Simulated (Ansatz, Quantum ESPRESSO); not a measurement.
One structure in several programs: LaZnGa (P6_3/mmc, 6 atoms in the cell)

Self-consistent single point.

```xyz
6
Lattice="4.4921 0.0000 0.0000 -2.2460 3.8902 0.0000 0.0000 0.0000 8.0471" Properties=species:S:1:pos:R:3 pbc="T T T"
La     0.0000     0.0000     4.0235
La     0.0000     0.0000     0.0000
Zn     0.0000     2.5935     6.0353
Zn     2.2460     1.2967     2.0118
Ga     0.0000     2.5935     2.0118
Ga     2.2460     1.2967     6.0353
```

Shared settings, as Ansatz (a program for electronic structure) writes them: kpoints.mp_grid.grid = 6 6 3; scf.occupations.method = gaussian; scf.occupations.width = 0.1 eV. Potentials and cutoffs stand in the table.

```
code                                                            model  pressure (GPa)   cutoff
----------------  ---------------------------------------------------  --------------  -------
Ansatz                            LDA (PW92), PAW files made with PBE           -4.70  default
Quantum ESPRESSO  LDA (PZ), GBRV 1.5 ultrasoft (LDA) pseudopotentials           -4.90    50 Ry
```

The spread over the programs that give each value: pressure within 0.20 GPa.

Ansatz's pressure is given at a fixed set of plane waves, as the other plane-wave codes print theirs. The same LDA comes in different parametrisations, which differ slightly.

The starting cell comes from a database of computed structures (which also holds hypothetical and non-ambient phases and stackings), without a prior relaxation at this level.

Left out of this page: Elk (not drawn, or without a comparable value).

Keys are those of Ansatz 0.2.
